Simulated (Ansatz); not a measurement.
CdTe with two functionals, pressure 15 GPa

Consider CdTe in the zinc blende structure (space group F-43m, No. 216; a = 6.619 Å).

(Cell as relaxed with PBE.)

Levels (all Ansatz, an electronic-structure program, PAW, earlier PAW set): PBE (420 eV, no spin-orbit coupling); r2SCAN (500 eV, spin-orbit coupling left out).

Each level relaxes its own structure.

```
base                      PBE    r2SCAN
-------------------  --------  --------
volume per atom      36.24 Å³  35.26 Å³
lattice parameter a   6.619 Å   6.558 Å
band gap              0.58 eV   1.16 eV
```

The change: a hydrostatic pressure of 15 GPa.

```csv
quantity,PBE,r2SCAN
lattice parameter a,6.109 Å,___
electron mass,0.092 mₑ (at Γ),___
shift of the gap caused by the change,+0.74 eV,___
```

**Question.** Predict the r2SCAN column.

**Answer.** 
- lattice parameter a, r2SCAN: 6.090 Å
- electron mass, r2SCAN: 0.12 mₑ (at Γ)
- shift of the gap caused by the change, r2SCAN: +0.73 eV

PBE's lattice parameter a lies 0.0184 Å above r2SCAN's (0.3 %). Neither level is exact; r2SCAN is the comparison here, not a measurement.

With Te present, leaving out spin-orbit coupling can change the band edges. Load acts through the strain it causes; cell and atoms are relaxed under it. Masses are band curvatures over ±0.01 Å⁻¹ around the edge. Whether these cells are dynamically stable was not tested. Measured, CdTe leaves this structure (for cinnabar) near 3.53 GPa (temperature not stated; as listed in Datta, Sujoy, Jana, Debnarayan, arXiv (2020)), on rising pressure, with hysteresis.
